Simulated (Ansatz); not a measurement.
Base system: Cs2O in the anti-CdI2 type structure (space group P-3m1, No. 164; a = 4.170 Å, c = 6.820 Å; a hypothetical phase, not in the database extracts checked). Axes: x lies along a and z along c of the hexagonal cell.

Method: Kohn–Sham DFT with the PBE-D3(BJ) functional, run in Ansatz (a first-principles code) with PAW and 420 eV plane waves, without spin-orbit coupling.

For the base:

| Quantity | Value |
|---|---|
| Electron mass | 0.41 mₑ along c, 0.34 mₑ across (at Γ) |
| Band gap | 0.95 eV |
| Smallest direct gap | 1.49 eV |

One thing is altered: uniaxial strain ε_xx = +4.01 %, all other strain components held at zero; the atoms relax in the strained cell.

### Question
Predict the new electron mass, band gap, smallest direct gap and stress.

### Answer
The electron mass becomes 0.41 mₑ along z, 0.34 mₑ across (at Γ) (base: 0.41 mₑ along c, 0.34 mₑ across (at Γ)); the band gap falls by 0.15 eV to 0.80 eV; the smallest direct gap drops by 0.15 eV (1.49 eV → 1.34 eV); the stress (xx, yy, zz, yz, xz, xy; compression positive) amounts to (-0.78, -0.31, -0.13, 0.01, 0.00, 0.00) GPa.

Effective masses come from finite differences of ±0.01 Å⁻¹. Gaps are Kohn–Sham eigenvalue differences; semilocal functionals usually give less than the measured gap. No phonon test of stability was made.
